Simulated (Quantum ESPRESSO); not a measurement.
Troubleshooting Quantum ESPRESSO: a failed run on Sn3O2F2 (Pnma, 28 atoms in the cell). The aim is a self-consistent single point with DFT, PBEsol, plane waves, GBRV 1.5 ultrasoft (PBESOL) pseudopotentials.

Cell that was meant: a = 15.5327 Å, b = 5.6087 Å, c = 6.7738 Å, α = 90.00°, β = 90.00°, γ = 90.00°.

Part of the input:

```fortran
 occupations = 'smearing',
 smearing = 'cold',
 degauss = 0.0147,
/
ATOMIC_SPECIES
Sn   118.7100  sn_pbesol_v1.4.uspp.F.UPF
O     15.9990  o_pbesol_v1.2.uspp.F.UPF
```

Output (repeated stretches shortened):

```
     This program is part of the open-source Quantum ESPRESSO suite
     for quantum simulation of materials; please cite

 %%%%%%%%%%%%%%%%%%%%%%%%%%%%%%%%%%%%%%%%%%%%%%%%%%%%%%%%%%%%%%%%%%%%%%%%%%%%%%
     Error in routine  read_namelists (1):
      bad line in namelist &electrons: "1 3 3  0 0 0" (error could be in the previous line)
 %%%%%%%%%%%%%%%%%%%%%%%%%%%%%%%%%%%%%%%%%%%%%%%%%%%%%%%%%%%%%%%%%%%%%%%%%%%%%%

     stopping ...
```

**Question.** Read the log: what does the program object to, and what is the fix?

**Answer.** The fault is a required namelist left out. The program reads the namelists in a fixed order, even empty ones. To fix it, add the namelist. The program stopped before any SCF iteration.

An input that runs soundly differs in these lines (not the only fix; some lines may just follow from the change or write a value another way):
```diff
+/
+&electrons
+ conv_thr = 1.0d-10,
```

With that input, the run converged in 14 iterations: free energy E − TS -34745.5945 eV; top of the valence band (on the code's own zero) 5.21 eV; gap on the k-point mesh 1.91 eV; pressure -2.97 GPa; largest force (vector length) 0.492 eV/Å (DFT, PBEsol, plane waves, GBRV 1.5 ultrasoft (PBESOL) pseudopotentials).

On the sound input: the starting cell comes from a database of computed structures (which also holds hypothetical and non-ambient phases and stackings), without a prior relaxation at this level.
